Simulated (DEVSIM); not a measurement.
Structure: Co/Si3N4/p-GaSb capacitor, at 300 K.

| layer (left to right) | material | thickness (nm) | Na (cm⁻³) |
|---|---|---|---|
| 1 | Si3N4 | 27.0 | - |
| 2 | GaSb | 1800 | 1.1e17 |

Metal gate on the left, work function 5 eV. Fixed charge at the semiconductor interface 4.7e10 cm⁻² (in units of +e); no interface traps.

This is a model device: material constants are rounded textbook-type values typed into the input, and sizes, dopings and lifetimes were drawn at random. Values at 300 K.

```
parameter      Si3N4    GaSb
-------------  -----  ------
gap (eV)         5.1   0.726
affinity (eV)    2.1    4.06
permittivity     7.5    15.7
Nc (cm⁻³)          -  2.1e17
Nv (cm⁻³)          -  1.8e19
```

DEVSIM, 1D Poisson equation in equilibrium, Boltzmann statistics, complete ionisation; no quantum confinement or tunnelling. Metal contacts follow the ideal Schottky-Mott rule: no Fermi-level pinning, no interface dipoles.

The Si3N4 thickness was swept, all else fixed.

```tsv
Si3N4 thickness (μm)	capacitance of the dielectric stack (μF/cm²)	threshold voltage (band bending 2φF) (V)	flat-band voltage (V)	minimum of the low-frequency capacitance (μF/cm²)
0.011	0.604	1.19	0.33	0.133
0.015	0.443	1.29	0.33	0.124
0.019	0.350	1.38	0.32	0.114
0.023	0.289	1.48	0.32	0.106
0.027	0.246	1.58	0.32	0.0998
0.032	0.208	1.70	0.31	0.0929
```

From the first row to the last the capacitance of the dielectric stack goes from 0.604 to 0.208. From the first row to the last the threshold voltage (band bending 2φF) goes from 1.19 to 1.70.
